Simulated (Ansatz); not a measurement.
System: single layer of Sb (symmetry P-3m1 as a slab, 2 atoms a cell), relaxed.

Consider the following.

```
Sb
1.0
    4.12929     0.00000     0.00000
   -2.06464     3.57607     0.00000
    0.00000     0.00000    21.50000
Sb
2
Cartesian
  2.06464   3.57607   9.93326
  0.00000   2.38405  11.56674
```

Tersoff–Hamann model: the current follows the density of the states in the bias window at the tip's centre.

Mesh 18×18×1, no spin-orbit coupling, no spin polarisation; biases count from the run's Fermi level.

### Question
Give the constant-current image of the upper face at a sample bias of -1.6 V from a Fermi level inside the gap (filled states down to 1.0 eV under the valence edge) over one cell, by Ansatz (a first-principles code) with PBE, Tersoff-Hamann images. The set point is the mean density 3.5 Å over the top atom.

### Answer
Corrugation 0.45 Å, highest over Sb2 and the sites alike, lowest over Sb1 and the sites alike. Tip height over the top atom in Å, x and y in fractions of the first two vectors:

```
|002345677776543200|
|123456788876543210|
|234678899887643211|
|345788999887543212|
|456889999886543223|
|567899999876532223|
|578999999875432234|
|678999998764322234|
|678888887654222245|
|677888776543222345|
|566776654432112344|
|555655543221112234|
|444444332221122233|
|333333222222222223|
|222222222233222222|
|101112233444332211|
|000123344554433210|
|001234556665543210|
```
Scale: ten equal steps from 3.26 (start of '0') to 3.71 (end of '9'), in the order '0123456789'; x runs from 0.000 to 0.944, y from 0.000 (bottom) to 0.944 (top).
